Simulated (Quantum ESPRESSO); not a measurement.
Troubleshooting Quantum ESPRESSO: a failed run on Cu3Sb (P-6m2, 4 atoms in the cell). The aim is a self-consistent single point with DFT, PBEsol, plane waves, PSlibrary ultrasoft (PBE) pseudopotentials.

Cell that was meant: a = 3.1509 Å, b = 3.1509 Å, c = 7.5445 Å, α = 90.00°, β = 90.00°, γ = 120.00°.

Part of the input:

```fortran
  C = 7.544460000,
  nat = 4,
  ntyp = 2,
  ecutwfc = 50.0,
  ecutrho = 300,
  occupations = 'smearing',
  smearing = 'cold',
[...]
Cu    0.000000000    0.000000000    3.772230000
Cu    1.575439964    0.909580687    2.118484368
Cu    1.575439964    0.909580687    5.425975632
Sb    0,000000000    0,000000000    0,000000000
K_POINTS {automatic}
10 10 4  0 0 0
```

Output (repeated stretches shortened):

```
     This program is part of the open-source Quantum ESPRESSO suite
     for quantum simulation of materials; please cite

[eval_infix.c] A parsing error occurred
helper string:
0,000000000
error code:
Error: invalid token: ,

 %%%%%%%%%%%%%%%%%%%%%%%%%%%%%%%%%%%%%%%%%%%%%%%%%%%%%%%%%%%%%%%%%%%%%%%%%%%%%%
     Error in routine card_atomic_positions (1):
     Error while parsing atomic position card.
 %%%%%%%%%%%%%%%%%%%%%%%%%%%%%%%%%%%%%%%%%%%%%%%%%%%%%%%%%%%%%%%%%%%%%%%%%%%%%%

     stopping ...
```

Task: Read the log: what does the program object to, and what is the fix?

Result: The fault is decimal commas. The program does not read a comma as a decimal mark. To fix it, use decimal points. The program stopped before any SCF iteration.

The sound input it was made from differs as follows (other fixes are possible):
```diff
-  ecutwfc = 50.0,
+  ecutwfc = 50,
-Sb    0,000000000    0,000000000    0,000000000
+Sb    0.000000000    0.000000000    0.000000000
```

With that input, the run converged in 13 iterations: free energy E − TS -5259.8186 eV; Fermi level (on the code's own zero) 9.97 eV; pressure -4.10 GPa; largest force (vector length) 0.066 eV/Å (DFT, PBEsol, plane waves, PSlibrary ultrasoft (PBE) pseudopotentials).

On the sound input: the starting cell comes from a database of computed structures (which also holds hypothetical and non-ambient phases and stackings), without a prior relaxation at this level. Spin polarisation is off. With a pressure of about -4 GPa the cell is away from its equilibrium volume at this level. The run gives no clean gap (levels at the Fermi energy touch, overlap or are partly filled at this smearing), which alone does not show that the compound is a metal.
